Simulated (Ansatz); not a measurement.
An Ansatz (a quantum-chemistry and plane-wave program) input (DFT with PBEsol, PAW potentials and a 420 eV plane-wave cutoff in Ansatz, no spin-orbit coupling, earlier PAW set):

Ansatz 0.2 input:
```yaml
crystal:
  lattice:
    - [0, 2.2819172666, 2.2819172666]
    - [2.2819172666, 0, 2.2819172666]
    - [2.2819172666, 2.2819172666, 0]
  atoms:
    - { symbol: Li, position: [0, 0, 0] }
    - { symbol: Re, position: [0.5, 0.5, 0.5] }
basis: { ecutwfc: 420, ecutrho_ratio: 4, xc_grid: 2, fft_grid_basis: typed }
kpoints: { mp_grid: { grid: [18, 18, 18] } }
hamiltonian:
  xc: pbesol
  dispersion: none
  pseudopotentials: { azcp: { folder: ./paw }, kind: paw }
scf: { occupations: { method: fermi_dirac, width: 0.05 }, convergence: { dr2_threshold: 0.0000000002 } }
output: { forces: true, stress: true }
checkpoint: { write: state.ck, write_every: 1000 }
```

**Question.** Which symmetry and how many k-points will the program report, and about how many plane waves at Γ?

**Answer.** Space group Fm-3m (ITA 225) with 48 operations, k-points 195 of 5832, and 459 plane waves at Γ.

Whether these cells are dynamically stable was not tested. All final runs are without spin polarisation. The cell was made from LiH by this change: H → Re; the result is a hypothetical phase, not in the database extracts checked.
